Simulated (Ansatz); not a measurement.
What isotropic strain −0.60 % does to MoS2

The reference is MoS₂ (space group P6_3/mmc, No. 194; a = 3.1090 Å, c = 11.7090 Å; layered, stacked along the Cartesian z axis).

The change: every lattice vector is shortened by 0.60 %, atoms relaxed at fixed cell.

Method: Ansatz (a first-principles code), PBEsol-D3(BJ), PAW, cutoff 420 eV, no spin-orbit coupling. Settings: 12×12×3 k-points, 0.05 eV Fermi–Dirac smearing.

```tsv
quantity	base	changed	shift
volume per atom	16.34 Å³	16.04 Å³	-0.292 Å³
shortest interatomic distance	2.380 Å	2.375 Å	-0.005 Å
energy relative to the base (free energy F)	0 meV/atom	+1.5 meV/atom	+1.5 meV/atom
pressure (mean of the normal stresses, compression positive)	0.00 GPa	1.65 GPa	+1.656 GPa
band gap	0.52 eV	0.47 eV	-0.05 eV
gap character	indirect, Γ → K–Γ (44 % along)	indirect, Γ → K–Γ (44 % along)	–
smallest direct gap	1.79 eV	1.86 eV	+0.062 eV
mean gap deformation potential ΔEg/Δln V	–	+2.8 eV	–
width of the top valence band	1.88 eV	1.91 eV	+0.03 eV
hole mass	1.1 mₑ along c, 0.50 mₑ across (at Γ)	1.2 mₑ along c, 0.49 mₑ across (at Γ)	–
valence-band top at Γ (three highest levels, from the VBM)	0.00, -0.96, -1.60 eV	0.00, -0.93, -1.70 eV	–
largest internal atomic displacement	–	0.014 Å	–
```

Final structure:

```
MoS2
1.0
    3.09034     0.00000     0.00000
   -1.54517     2.67631     0.00000
    0.00000     0.00000    11.63873
Mo S
2 4
Cartesian
  1.54517   0.89210   2.90968
  0.00000   1.78421   8.72905
  1.54517   0.89210  10.29726
  0.00000   1.78421   4.47789
  0.00000   1.78421   1.34147
  1.54517   0.89210   7.16084
```

Masses are band curvatures over ±0.01 Å⁻¹ around the edge. No phonon test of stability was made.
